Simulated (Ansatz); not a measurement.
For fluorite AuAl2, PBE-D4 in Ansatz (plane waves, PAW) gives:

| Quantity | Result |
|---|---|
| equilibrium lattice constant a | 5.997 Å |
| enthalpy of formation | -0.385 eV/atom |

Q: What does r²SCAN (plane waves, PAW; Ansatz, a quantum-chemistry and plane-wave program) give for the same quantities?

A: 
- lattice constant a: 6.010 Å (rises by 0.2 %)
- formation enthalpy: -0.483 eV/atom (moves by -0.098 eV/atom)

Changes are worked out from the printed values.

Unless a cell is named, each level is at its own relaxed cell (PBE-D4 17.97, r²SCAN 18.09 Å³/atom).

Levels without +SOC leave out spin–orbit coupling, which shifts energies and cells of such heavy elements.

Ansatz's density-functional and Hartree–Fock values are scalar-relativistic unless marked +SOC, with PAW data made under PBE.
